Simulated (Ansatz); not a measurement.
An Ansatz (an electronic-structure program) run: Cs with a change (uniaxial strain ε_zz = −1.00 %); Ansatz, PBEsol, PAW, cutoff 420 eV, without spin-orbit coupling.

Input:

Ansatz 0.2 input:
```yaml
crystal:
  lattice:
    - [-3.0035826883, 3.0035826883, 2.9735468614]
    - [3.0035826883, -3.0035826883, 2.9735468614]
    - [3.0035826883, 3.0035826883, -2.9735468614]
  atoms:
    - { symbol: Cs, position: [0, 0, 0] }
basis: { ecutwfc: 420, ecutrho_ratio: 4, xc_grid: 2, fft_grid_basis: typed }
kpoints: { mp_grid: { grid: [16, 16, 16] } }
hamiltonian:
  xc: pbesol
  dispersion: none
  pseudopotentials: { kind: paw }
scf: { occupations: { method: fermi_dirac, width: 0.1 }, convergence: { dr2_threshold: 0.0000000001 } }
relax: { f_tol: 0.005, max_steps: 50 }
output: { forces: true, stress: true }
checkpoint: { write: state.ck, write_every: 1000 }
```

Output:

```
Relaxation: its limit of steps is 50 (relax.max_steps)
WARN ansatz: RAYON_NUM_THREADS=1 ignored (pool sized by the plan → 1); use --threads N
Pseudopotentials: kind: paw
Pseudopotential: Cs, paw, valence charge 9
Functional definition: PBEsol
Crystal: 1 atoms, lattice volume = 107.304 Å³
Basis set: ecut = 420 eV, 2113 PW (Γ), exchange–correlation on 72×72×72 points (8 copies of the dense FFT grid, shifted against one another)
Bands: 9, of which v1, the nominal top of the filled ones, is band 5 counted from 1 (4 counted from 0)
Symmetry: 16 space group operations
Space group: I4/mmm (ITA 139), of the structure as read, at distance tolerance 4.8e-5 Å
k-points: 349 of 4096
PAW frozen core: Cs, regenerated for the run's functional, and the local potential with it
Initial density: superposition of atomic densities (neutral atoms: chi_scale 0, normalization atom), corrected by the library's trained network
Initial wavefunctions: pseudopotential atomic-orbital guess
Eigensolver: davidson
Functional: x = pbesol(κ = 0.804, μ = 0.12345679012345678), c = pbesol(β = 0.046)
SCF iter   1: F=—  HF=-5585.814706 eV  |F-HF|=—  |Δ(HF+E_count)|=         —  Δρ=5.08e-4  dr2=2.59e-4  ethr=1.77e-3  ⟨swp⟩=6.0  Hψ=25926  notcnv=0
all-band conjugate gradients solve this SCF's bands
preconditioner: auto → Kerker (q_TF=auto, 1.805 Å⁻¹)
SCF iter   2: F=—  HF=-5585.815024 eV  |F-HF|=—  |Δ(HF+E_count)|=   3.17e-4  Δρ=3.03e-4  dr2=1.10e-4  ethr=2.88e-6  ⟨swp⟩=2.3  Hψ=7676  notcnv=0
SCF iter   3: F=—  HF=-5585.815065 eV  |F-HF|=—  |Δ(HF+E_count)|=   4.19e-5  Δρ=7.13e-5  dr2=6.80e-6  ethr=1.22e-6  ⟨swp⟩=2.1  Hψ=4731  notcnv=0
SCF iter   4: F=—  HF=-5585.815065 eV  |F-HF|=—  |Δ(HF+E_count)|=   3.26e-8  Δρ=2.97e-5  dr2=2.39e-6  ethr=7.56e-8  ⟨swp⟩=1.5  Hψ=3403  notcnv=0
SCF iter   5: F=—  HF=-5585.815065 eV  |F-HF|=—  |Δ(HF+E_count)|=   8.55e-9  Δρ=1.23e-5  dr2=1.64e-7  ethr=2.65e-8  ⟨swp⟩=2.0  Hψ=4678  notcnv=0
SCF iter   6: F=—  HF=-5585.815065 eV  |F-HF|=—  |Δ(HF+E_count)|=   7.78e-9  Δρ=1.26e-6  dr2=1.17e-9  ethr=1.82e-9  ⟨swp⟩=2.1  Hψ=4375  notcnv=0
SCF iter   7: F=-5585.815065 eV  HF=-5585.815065 eV  |F-HF|=1.91e-11  |Δ(HF+E_count)|=  9.31e-10  Δρ=1.74e-7  dr2=4.32e-11  ethr=1.11e-12  ⟨swp⟩=5.0  Hψ=10901  notcnv=0
SCF 1 converged in 7 iterations: F = -5585.815065 eV  dr2 = 4.32e-11
relax step   1: F+E_penalty+E_count = -5585.81506542 eV  Δ(F+E_penalty+E_count) = +0.000e0 eV  max|allowed force component| = 0.000e0 eV/Å  Δτ_max = 0.0000 Å  (7 SCF iters, accepted)
SCF converged after 7 iterations
Free energy (F): -5585.815065 eV
Harris-Foulkes:  -5585.815065 eV  (|F-HF|=1.91e-11)
Internal energy: -5585.774385 eV  (E = F + TS)
E sigma→0 (E₀):  -5585.794725 eV
Entropy (-TS):   -0.040681 eV (-40.681 meV/atom)
Fermi energy:    2.439262 eV
--- Per-component energies (eV) ---
  E_band       = -89.675987
  E_kinetic    = 141.012050
  E_local      = -381.843647  (includes V_loc(G=0)·N_el)
  E_nonlocal   = 31.300380
  E_hartree    = 133.008270
  E_xc         = -171.326155
  E_vxc        = -124.308880  (∫ρ·V_xc dr)
  E_paw        = -4983.581683  (= ΣΔE_a)
  E_vpaw       = -21.852561  (= ΣTr[D̂ρ^β])
  E_aug_tail   = -0.000001  (compensation charges beyond the density's cutoff)
  E_ewald      = -354.487759
  E_core_change = 0.144160  (= ΣΔE_core)
  E_smearing   = -0.040681  (= −TS)
  E_closure    = 0.000000  (closes the sum)
  Σ components = -5585.815065   (vs F -5585.815065, Δ=0.00e0)
  [band-id]    e_kinetic+e_local+e_nonlocal+2·e_hartree+e_vxc+e_vpaw+e_augmentation_tail = -89.676118   (vs E_band -89.675987, Δ=-1.30e-4)
--- Forces (eV/Å), atoms counted from 1 ---
  atom   1  Cs     0.00000000     0.00000000     0.00000000
  max |Σ_I F_I| component: 7.89e-31 eV/Å
--- Stress (GPa, compression-positive) ---
        0.020661      -0.000000       0.000000
       -0.000000       0.020661       0.000000
        0.000000      -0.000000       0.025299
  P = ⅓ Tr σ = 0.0222 GPa (0.222 kbar)
  The stress holds the Pulay correction. Without it, at fixed plane waves, as pw.x and ABINIT print it: P = 0.0220 GPa
  The stress includes an estimate of the error left by incomplete SCF convergence (largest component 0.0001 GPa).
--- Band table ---
  band table: none
--- Relaxed structure (1 steps of the walk, 1 accepted, 0 SCFs on fresh bases) ---
  F+E_penalty+E_count = -5585.81506542 eV   max|allowed force component| = 0.000e0 eV/Å
  atoms:
    - { symbol: Cs, position: [0.0, 0.0, 0.0] }
```

Stability against distortions was not tested. The cell was made from Cs in the bcc (W type) structure (space group Im-3m, No. 229) by this change: uniaxial strain ε_zz = −1.00 %.
